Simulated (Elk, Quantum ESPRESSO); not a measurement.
An Elk input for a self-consistent single point of SnSe₂ (P-3m1, 3 atoms in the cell) (DFT, PBEsol, all-electron FP-LAPW, Elk's shipped species files, LAPW+lo basis):

```
tasks
  0

xctype
  22

rgkmax
  7.5

gmaxvr
  16.0

nxoapwlo
  1

rmtscf
  0.95

stype
  0

swidth
  0.0001

avec
    7.1127573736    0.0000004247    0.0000000000
   -3.5563790546    6.1598283642    0.0000000000
    0.0000000000    0.0000000000   12.0077298664

sppath
  'species/'

atoms
  2   : nspecies
  'Sn.in'   : spfname
  1   : natoms; atposl, bfcmt below
  0.0000000000  0.0000000000  0.0000000000    0.0 0.0 0.0
  'Se.in'   : spfname
  2   : natoms; atposl, bfcmt below
  0.6666666667  0.3333333333  0.7571000000    0.0 0.0 0.0
  0.3333333333  0.6666666667  0.2429000000    0.0 0.0 0.0

ngridk
  8 8 4
```

Problem. Give the Quantum ESPRESSO input for the same structure, mesh, smearing and functional.

Solution. One input that does it (others would too):

```fortran
&CONTROL
  calculation = 'scf'
  prefix = 'run'
  outdir = './out'
  pseudo_dir = './'
  tprnfor = .true.
  tstress = .true.
/
&SYSTEM
  ibrav = 4
  celldm(1) = 7.1127573736
  celldm(3) = 1.688196185483
  nat = 3
  ntyp = 2
  ecutwfc = 40
  ecutrho = 320
  occupations = 'fixed'
  nbnd = 21
  input_dft = 'pbesol'
/
&ELECTRONS
  conv_thr = 1.0e-11
/
ATOMIC_SPECIES
Sn   118.7100  Sn_pbe_v1.uspp.F.UPF
Se    78.9710  Se_pbe_v1.uspp.F.UPF
ATOMIC_POSITIONS {crystal}
Sn    0.0000000000    0.0000000000    0.0000000000
Se    0.6666666667    0.3333333333    0.7571000000
Se    0.3333333333    0.6666666667    0.2429000000
K_POINTS {automatic}
8 8 4  0 0 0
```

Basis settings and potentials, where a program has them, do not carry over. This input uses DFT, PBEsol, plane waves, SSSP 1.1.2 efficiency (PBE) pseudopotentials.

The starting cell comes from a database of computed structures (which also holds hypothetical and non-ambient phases and stackings), without a prior relaxation at this level. Its lattice was rescaled by a random factor within 2.5 % of one.
